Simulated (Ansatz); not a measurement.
```xyz
2
Lattice="0.0000 2.9532 2.9532 2.9532 0.0000 2.9532 2.9532 2.9532 0.0000" Properties=species:S:1:pos:R:3 pbc="T T T"
Se     4.4298     4.4298     4.4298
Cd     0.0000     0.0000     0.0000
```

No spin polarisation.

Level of theory: PBE (Ansatz, a first-principles code; PAW; 420 eV plane waves; no spin-orbit coupling). Γ-centred 9×9×9 mesh, Fermi–Dirac width 0.05 eV.

Q: Predict the band gap, width of the top valence band and hole mass.

A: 
- Band gap = 0.79 eV
- Width of the top valence band = 2.57 eV
- Hole mass (degenerate bands, along [100]) = 0.075, 0.59, 0.59 mₑ (at Γ)

Load acts through the strain it causes; cell and atoms are relaxed under it. Effective masses come from finite differences of ±0.01 Å⁻¹. Whether these cells are dynamically stable was not tested. Tetrahedral semiconductors of this kind turn to denser phases somewhere between about 1 and 50 GPa; those were not computed, so compressed cells here can lie past the real transition. The cell was made from CdSe in the zinc blende structure (space group F-43m, No. 216) by this change: pressure 9 GPa.
